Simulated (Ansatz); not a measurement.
The reference is TiO$_{2}$ in the anatase structure (space group I4_1/amd, No. 141; a = 3.739 Å, c = 9.455 Å). Axes: x, y, z lie along a, b, c of the conventional cell.

Calculations: LDA (Ansatz, a quantum-chemistry and plane-wave program), spin-orbit coupling left out.

Base values:

- Smallest direct gap: 2.44 eV

Perturbation: a pure shear with ε_xz = ε_zx = 0.0133; the atoms relax in the strained cell.

What happens to the stress, largest internal atomic displacement, smallest direct gap and energy relative to the base?

The stress (xx, yy, zz, yz, xz, xy; compression positive) amounts to (0.00, -0.17, -0.02, 0.00, -1.25, 0.00) GPa; the largest internal atomic displacement is 0.036 Å; the smallest direct gap stays 2.44 eV; the energy rises by 1.1 meV/atom.

Whether these cells are dynamically stable was not tested. The final runs are not spin-polarised.
